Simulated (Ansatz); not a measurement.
CsGeBr₃ (within 0.1 Å of R3m, No. 160, 5 atoms in the cell; start mp-642739) was calculated with LDA in Ansatz (PAW).

Settings: plane-wave cutoff 520 eV, 6×6×6 k mesh, Fermi–Dirac smearing 0.01 eV, scalar-relativistic PAW data made under PBE.

Cell (relaxed with PBEsol):

```
CsBr3Ge
1.0
    3.92499    -3.88448     0.05726
    3.92499     3.88448     0.05726
   -0.16585     0.00000     5.51942
Cs Ge Br
1 1 3
Direct
  0.89694   0.89694   0.60158
  0.37902   0.37902   0.11957
  0.39969   0.39969   0.58801
  0.39953   0.91061   0.09896
  0.91061   0.39953   0.09896
```

Problem. Estimate the band gap and Γ–Γ gap that the calculation returns.

Solution. 
- band gap = 0.65 eV
- Γ–Γ gap = 5.04 eV

Note: cell and atoms aren't relaxed at this level (largest force component 0.04 eV/Å, pressure -1.3 GPa).

Spin–orbit coupling is not included.

The computed numbers hold no vibrational or temperature effects.

A start named mp-… is a Materials Project structure, which need not be a measured phase.

Ansatz is a first-principles code.
